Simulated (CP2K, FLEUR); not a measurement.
A FLEUR input for a self-consistent single point of SiOs (P2_13, 8 atoms in the cell) (DFT, LDA (Perdew-Zunger), all-electron FLAPW (FLEUR), scalar-relativistic valence):

Input of the input generator:

```
scf SiOs
&input film=f /
8.8262871185 0.0000000000 0.0000000000
0.0000000000 8.8262871185 0.0000000000
0.0000000000 0.0000000000 8.8262871185
1.0
1.0 1.0 1.0

8
14 0.1647600000 0.3352400000 0.6647600000
14 0.3352400000 0.6647600000 0.1647600000
14 0.6647600000 0.1647600000 0.3352400000
14 0.8352400000 0.8352400000 0.8352400000
76 0.8771700000 0.6228300000 0.3771700000
76 0.6228300000 0.3771700000 0.8771700000
76 0.3771700000 0.8771700000 0.6228300000
76 0.1228300000 0.1228300000 0.1228300000

&comp jspins=1 /
&exco xctyp='pz' /
&kpt div1=6 div2=6 div3=6 gamma=t /
&end /
```

```xml
<?xml version="1.0" encoding="UTF-8" standalone="no"?>
<fleurInput fleurInputVersion="0.39">
   <comment>
      scf SiOs                                                                                            
   </comment>
   <calculationSetup>
      <cutoffs Kmax="4.0" Gmax="16.0" GmaxXC="16.0" numbands="0"/>
      <scfLoop itmax="60" minDistance="0.00001" maxIterBroyd="15" imix="Anderson" alpha="0.05" precondParam="0.0" spinf="2.0"/>
      <coreElectrons ctail="T" frcor="F" kcrel="0" coretail_lmax="0"/>
      <xcFunctional name="pz" relativisticCorrections="F"/>
      <magnetism jspins="1"/>
      <soc l_soc="F" theta="0.0" phi="0.0" spav="F"/>
      <expertModes spex="0" secvar="F"/>
      <geometryOptimization l_f="T" forcealpha="1.0" forcemix="BFGS" epsdisp="0.00001" epsforce="0.00001"/>
      <ldaU l_linMix="F" mixParam="0.05" spinf="1.0"/>
   </calculationSetup>
   <cell>
      <bzIntegration valenceElectrons="72.0" mode="hist" fermiSmearingEnergy="0.0001">
         <kPointListSelection listName="default-1"/>
         <!-- k-points included here -->
         <xi:include xmlns:xi="http://www.w3.org/2001/XInclude" href="kpts.xml"> </xi:include>
      </bzIntegration>
      <!-- symmetry operations included here -->
      <xi:include xmlns:xi="http://www.w3.org/2001/XInclude" href="sym.xml"> </xi:include>
      <bulkLattice scale="1.0">
         <bravaisMatrix>
            <row-1>    8.8262871184999998     0.0000000000000000     0.0000000000000000</row-1>
            <row-2>    0.0000000000000000     8.8262871184999998     0.0000000000000000</row-2>
            <row-3>    0.0000000000000000     0.0000000000000000     8.8262871184999998</row-3>
         </bravaisMatrix>
      </bulkLattice>
   </cell>
   <atomSpecies>
      <species name="Silicon (Si)" element="Si" atomicNumber="14">
         <mtSphere radius="1.66" gridPoints="573" logIncrement="0.02"/>
         <atomicCutoffs lmax="6" lnonsphr="4"/>
         <electronConfig flipSpins="F">
            <coreConfig>(1s1/2) (2s1/2) (2p1/2) (2p3/2)</coreConfig>
            <valenceConfig>(3s1/2) (3p1/2) (3p3/2)</valenceConfig>
            <stateOccupation state="(3p1/2)" spinUp="0.3333333333333" spinDown="0.3333333333333"/>
            <stateOccupation state="(3p3/2)" spinUp="0.6666666666667" spinDown="0.6666666666667"/>
         </electronConfig>
         <energyParameters s="3" p="3" d="3" f="4"/>
      </species>
      <species name="Osmium (Os)" element="Os" atomicNumber="76">
         <mtSphere radius="2.54" gridPoints="877" logIncrement="0.015"/>
         <atomicCutoffs lmax="10" lnonsphr="8"/>
         <electronConfig flipSpins="F">
            <coreConfig>(1s1/2) (2s1/2) (2p1/2) (2p3/2) (3s1/2) (3p1/2) (3p3/2) (4s1/2) (3d3/2) (3d5/2) (4p1/2) (4p3/2) (5s1/2) (4d3/2) (4d5/2) (4f5/2) (4f7/2)</coreConfig>
            <valenceConfig>(5p1/2) (5p3/2) (6s1/2) (5d3/2) (5d5/2)</valenceConfig>
            <stateOccupation state="(5d3/2)" spinUp="1.2" spinDown="1.2"/>
            <stateOccupation state="(5d5/2)" spinUp="1.8" spinDown="1.8"/>
         </electronConfig>
         <energyParameters s="6" p="6" d="5" f="5"/>
         <lo type="SCLO" l="1" n="5" eDeriv="0"/>
      </species>
   </atomSpecies>
   <atomGroups>
      <atomGroup species="Silicon (Si)">
         <relPos label="                   1">.1647600000 .3352400000 -.3352400000</relPos>
         <relPos label="                   2">.3352400000 -.3352400000 .1647600000</relPos>
         <relPos label="                   3">-.3352400000 .1647600000 .3352400000</relPos>
         <relPos label="                   4">-.1647600000 -.1647600000 -.1647600000</relPos>
         <force calculate="T" relaxXYZ="TTT"/>
      </atomGroup>
      <atomGroup species="Osmium (Os)">
         <relPos label="                   5">-.1228300000 -.3771700000 .3771700000</relPos>
         <relPos label="                   6">-.3771700000 .3771700000 -.1228300000</relPos>
         <relPos label="                   7">.3771700000 -.1228300000 -.3771700000</relPos>
         <relPos label="                   8">.1228300000 .1228300000 .1228300000</relPos>
         <force calculate="T" relaxXYZ="TTT"/>
      </atomGroup>
   </atomGroups>
   <output dos="F" band="F" slice="F">
      <checks vchk="F" cdinf="F"/>
      <bandDOS minEnergy="-.5*Htr" maxEnergy="0.5*Htr" sigma="0.015" storeEVData="T"/>
      <vacuumDOS vacdos="F" integ="F" star="F" nstars="0" locx1="0.0" locy1="0.0" locx2="0.0" locy2="0.0" nstm="0" tworkf="0.0"/>
      <unfoldingBand unfoldBand="F" supercellX="1" supercellY="1" supercellZ="1"/>
      <plotting iplot="0" polar="F">
         <plot TwoD="T" vec1="  1.0  0.0  0.0" vec2="  0.0  1.0  0.0" vec3="  0.0  0.0  1.0" zero="  0.0  0.0  0.0" file="plot"/>
      </plotting>
      <chargeDensitySlicing numkpt="0" minEigenval="0.0" maxEigenval="0.0" nnne="0" pallst="F"/>
      <specialOutput eonly="F"/>
      <magneticCircularDichroism mcd="F" energyLo="-10.0" energyUp="0.0"/>
   </output>
  <!-- We include the file relax.xml here to enable relaxations (see documentation) -->
  <xi:include xmlns:xi="http://www.w3.org/2001/XInclude" href="relax.xml"> <xi:fallback/> </xi:include>
</fleurInput>
```

Give the CP2K input for the same structure, mesh, smearing and functional.

One input that does it (others would too):

```
&GLOBAL
  PROJECT bulk
  RUN_TYPE ENERGY_FORCE
  PRINT_LEVEL MEDIUM
&END GLOBAL
&FORCE_EVAL
  METHOD Quickstep
  STRESS_TENSOR ANALYTICAL
  &DFT
    BASIS_SET_FILE_NAME BASIS_MOLOPT
    POTENTIAL_FILE_NAME GTH_POTENTIALS
    &QS
      METHOD GPW
      EPS_DEFAULT 1E-11
    &END QS
    &MGRID
      CUTOFF 500
      REL_CUTOFF 40
      NGRIDS 5
    &END MGRID
    &SCF
      SCF_GUESS ATOMIC
      EPS_SCF 1E-7
      MAX_SCF 100
      ADDED_MOS 14
      &DIAGONALIZATION
        ALGORITHM STANDARD
      &END DIAGONALIZATION
      &MIXING
        METHOD BROYDEN_MIXING
        ALPHA 0.3
        NBUFFER 12
        BETA 1.5
      &END MIXING
    &END SCF
    &KPOINTS
      SCHEME MONKHORST-PACK 6 6 6
      GAMMA_CENTERED T
    &END KPOINTS
    &XC
      &XC_FUNCTIONAL PADE
      &END XC_FUNCTIONAL
    &END XC
    &PRINT
      &MO
        EIGENVALUES T
        OCCUPATION_NUMBERS T
        NDIGITS 8
        FILENAME mo
        &EACH
          QS_SCF 0
        &END EACH
        ADD_LAST NUMERIC
      &END MO
      &MULLIKEN ON
      &END MULLIKEN
    &END PRINT
  &END DFT
  &SUBSYS
    &CELL
      ABC 4.67067000 4.67067000 4.67067000
      ALPHA_BETA_GAMMA 90.00000000 90.00000000 90.00000000
      PERIODIC XYZ
    &END CELL
    &COORD
      Si       0.76953959     1.56579541     3.10487459
      Si       1.56579541     3.10487459     0.76953959
      Si       3.10487459     0.76953959     1.56579541
      Si       3.90113041     3.90113041     3.90113041
      Os       4.09697160     2.90903340     1.76163660
      Os       2.90903340     1.76163660     4.09697160
      Os       1.76163660     4.09697160     2.90903340
      Os       0.57369840     0.57369840     0.57369840
    &END COORD
    &KIND Si
      BASIS_SET DZVP-MOLOPT-SR-GTH-q4
      POTENTIAL GTH-PADE-q4
    &END KIND
    &KIND Os
      BASIS_SET DZVP-MOLOPT-SR-GTH-q16
      POTENTIAL GTH-PADE-q16
    &END KIND
  &END SUBSYS
  &PRINT
    &FORCES ON
    &END FORCES
    &STRESS_TENSOR ON
    &END STRESS_TENSOR
  &END PRINT
&END FORCE_EVAL
```

Basis settings and potentials, where a program has them, do not carry over. This input uses DFT LDA (Pade form), GPW, DZVP-MOLOPT-SR-GTH basis, GTH-PADE potentials (GTH_POTENTIALS). LDA parametrisations can differ slightly between programs.

The starting cell comes from a database of computed structures (which also holds hypothetical and non-ambient phases and stackings), without a prior relaxation at this level. For this run, on top of that: lattice scaled by 0.98.
